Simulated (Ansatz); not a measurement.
Base system: ZrS₂ in the CdI2 type structure (space group P-3m1, No. 164; layered, stacked along the Cartesian z axis).

```
ZrS2
1.0
    3.67469     0.00000     0.00000
   -1.83735     3.18238     0.00000
    0.00000     0.00000     5.86077
Zr S
1 2
Cartesian
  0.00000   0.00000   0.00000
  0.00000   2.12159   1.44270
  1.83735   1.06079   4.41807
```

Levels (all Ansatz, a first-principles code, PAW, earlier PAW set): r2SCAN+rVV10 (500 eV, scalar-relativistic without spin-orbit coupling); HSE06 (420 eV, spin-orbit coupling left out).

The geometry is relaxed with r2SCAN+rVV10.

| Property | Value |
|---|---|
| r2SCAN+rVV10 lowest conduction level above the VBM at special points | L 1.16 eV; M 1.34 eV; A 1.75 eV; Γ 1.79 eV |

How does going to HSE06 change the lowest conduction level above the VBM at special points?

The lowest conduction level above the VBM at special points goes from L 1.16 eV; M 1.34 eV; A 1.75 eV; Γ 1.79 eV to L 1.67 eV; M 1.83 eV; A 2.33 eV; Γ 2.37 eV.

Single points use the geometry relaxed with r2SCAN+rVV10. HSE06 gaps are upper bounds (no full band path). The levels and masses belong to the bands next to the band gap. No phonon test of stability was made.
